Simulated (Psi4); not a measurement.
Psi4 1.11, unrestricted HF/def2-svpd: Mn(Cl)(SH)(OH2)2 ([OH2]->[Mn](<-[OH2])([SH])[Cl]), charge 0, multiplicity 6, 10 atoms. The geometry is a generated start, not checked to be a minimum at this level.

```
Property                              Value
--------------------------  ---------------
task                                 energy
method                                  scf
basis                             def2-svpd
memory                                 3 GB
maxiter                                 100
keys of the molecule block      symmetry c1
scf_type                       df (default)
e_convergence               1e-06 (default)
d_convergence               1e-06 (default)
basis functions                         174
```

```xyz
10

Mn     0.5157     0.1348     0.1376
Cl     2.0056     1.3783    -0.6946
S      0.8643    -1.9483     1.0629
H      2.1885    -1.9614     1.1613
O     -0.7914    -0.6260    -1.7072
H     -0.8510    -1.5843    -1.5954
H     -0.2988    -0.4599    -2.5197
O     -0.9344     1.4464     1.3153
H     -1.8319     1.2170     1.5755
H     -0.8665     2.4034     1.2643
```

Charge 0 and multiplicity 6 are set for this test and not shown to be the ground state.

With the defaults (damping_percentage = 0, diis = true, scf_initial_accelerator = adiis, soscf = false, soscf_start_convergence = 0.01, diis_max_vecs = 10, diis_start = 1, guess = auto, which took SAD) it converges in 14 SCF iterations. One run each on 2 threads, with these changes:
- scf_initial_accelerator = none
- diis_start = 4
- soscf = true, soscf_start_convergence = 0.1
- diis_max_vecs = 3
- soscf = true
- damping_percentage = 60, diis = false, scf_initial_accelerator = none
- damping_percentage = 60
- diis_max_vecs = 20
- guess = core

Task: Name the settings that don't reach the solution of the defaults.

Result: No convergence: damping_percentage = 60; damping_percentage = 60, diis = false, scf_initial_accelerator = none (the run ends without SCF convergence in 100 iterations). The rest reach the solution of the defaults.

```
setting                                                                SCF iterations  JK calls             end
---------------------------------------------------------------------  --------------  --------  --------------
scf_initial_accelerator = none                                                     13        14   same solution
soscf = true                                                                       13        44   same solution
the defaults                                                                       14        15   same solution
diis_max_vecs = 20                                                                 14        15   same solution
soscf = true, soscf_start_convergence = 0.1                                        16        57   same solution
guess = core                                                                       16        16   same solution
diis_max_vecs = 3                                                                  17        18   same solution
diis_start = 4                                                                     25        26   same solution
damping_percentage = 60                                                           100       101  no convergence
damping_percentage = 60, diis = false, scf_initial_accelerator = none             100       101  no convergence
```

An SOSCF iteration holds several JK calls; a Hückel guess adds calls on atoms.
